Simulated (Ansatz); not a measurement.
Take BN in the zinc blende structure (space group F-43m, No. 216; a = 3.6051 Å) as the base. Axes: x, y, z lie along the cube axes.

Computed with PBEsol/PAW in Ansatz (a first-principles code), spin-orbit coupling left out, earlier PAW set.

A first run, uniaxial strain ε_zz = −0.90 %, gives secant values C11 ≈ 800 GPa and C12 ≈ 190 GPa from its stress. A second run applies isotropic strain −1.83 %.

**Question.** What does linear elasticity predict for the bulk modulus −ΔP/(ΔV/V₀) in the second run, and what does the run give?

**Answer.** Linear elasticity: (C11 + 2 C12)/3 = 390 GPa. The run gives 440 GPa; any difference comes from nonlinear terms at these strains and numerical noise.

Whether these cells are dynamically stable was not tested.
